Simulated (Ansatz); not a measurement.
## OsAl (Pm-3m, No. 221, 2 atoms in the cell; start mp-875)

These are PBEsol (PAW; Ansatz, a first-principles code) values and carry that method's errors.

Run with plane-wave cutoff 520 eV, 18×18×18 k mesh, Fermi–Dirac smearing 0.05 eV, no spin polarisation, scalar-relativistic PAW data made under PBE.

Cell (relaxed at this level):

Space group Pm-3m (No. 221); a = b = c = 2.993 Å, α = β = γ = 90.00°

```json
[
 {"atom": "Al", "site": "1a", "symmetry": "m-3m", "x": "0.0000", "y": "0.0000", "z": "0.0000"},
 {"atom": "Os", "site": "1b", "symmetry": "m-3m", "x": "0.5000", "y": "0.5000", "z": "0.5000"}
]
```

- bulk modulus = 252 GPa

Note: the run has no spin polarisation, so it can have missed a magnetic state; the bulk modulus is −V dP/dV from two relaxed cells at ±2 % in volume; the relaxation could not lower the start's symmetry, so the cell can be a saddle point above a distorted one.

Spin–orbit coupling is not included.

A start named mp-… is a Materials Project structure, which need not be a measured phase.
